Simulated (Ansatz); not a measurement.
The reference is GaCuSe₂ in the chalcopyrite structure (space group I-42d, No. 122; a = 5.608 Å, c = 11.096 Å). Axes: x, y, z lie along a, b, c of the conventional cell.

Method: plane-wave PAW DFT at the r2SCAN level (Ansatz, an electronic-structure program, 500 eV), no SOC, earlier PAW set.

For the base:

| Quantity | Result |
|---|---|
| Valence-band top at Γ | 0.00, -0.11, -0.11 eV |
| Electron mass | 0.071 mₑ along c, 0.079 mₑ across (at Γ) |
| Volume per atom | 21.81 Å³ |

It is then changed as follows: tensile biaxial strain of 2.13 % in the plane normal to [001], as in epitaxy on a mismatched substrate; the out-of-plane cell vector and the atoms relax.

Q: Predict the new valence-band top at Γ.

A: The valence-band top at Γ (three highest levels, from the VBM) goes from 0.00, -0.11, -0.11 eV to 0.00, -0.21, -0.21 eV.

Q: Estimate the effect on the electron mass.

A: The electron mass goes from 0.071 mₑ along c, 0.079 mₑ across (at Γ) to 0.065 mₑ out of plane, 0.079 mₑ in plane (at Γ).

Q: How does this affect the volume per atom?

A: The volume per atom increases by 0.37 Å³, from 21.81 Å³ to 22.18 Å³.

Q: How does this affect the energy relative to the base?

A: The energy rises by 5.1 meV/atom.

The levels and masses belong to the bands next to the band gap. Effective masses come from finite differences of ±0.01 Å⁻¹. No phonon test of stability was made. The final runs are not spin-polarised.
